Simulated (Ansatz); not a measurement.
# A computed series for PbS: pressure series

The parent structure is PbS in the rock salt structure (space group Fm-3m, No. 225).

```
PbS
1.0
    0.00000     2.95134     2.95134
    2.95134     0.00000     2.95134
    2.95134     2.95134     0.00000
Pb S
1 1
Cartesian
  0.00000   0.00000   0.00000
  2.95134   2.95134   2.95134
```

Cell and atoms are relaxed at each pressure.

Computed with Kohn–Sham DFT with the PBEsol functional, run in Ansatz (a first-principles code) with PAW and 420 eV plane waves, no spin-orbit coupling.

Notes on the quantities. enthalpy: H = E + PV relative to the base's energy.

```json
[
 {"case": "base", "band gap": "0.19 eV", "density": "7.73 g/cm³", "enthalpy": "–"},
 {"case": "pressure −2 GPa", "band gap": "0.33 eV", "density": "7.45 g/cm³", "enthalpy": "-0.33 eV/atom"},
 {"case": "pressure −1 GPa", "band gap": "0.26 eV", "density": "7.59 g/cm³", "enthalpy": "-0.16 eV/atom"},
 {"case": "pressure 0.9 GPa", "band gap": "0.14 eV", "density": "7.84 g/cm³", "enthalpy": "+0.14 eV/atom"},
 {"case": "pressure 2.1 GPa", "band gap": "0.06 eV", "density": "7.99 g/cm³", "enthalpy": "+0.33 eV/atom"}
]
```

With Pb present, leaving out spin-orbit coupling can change the band edges. Load acts through the strain it causes; cell and atoms are relaxed under it. Whether these cells are dynamically stable was not tested. The zero or small gap of PbS can change with the level of theory.
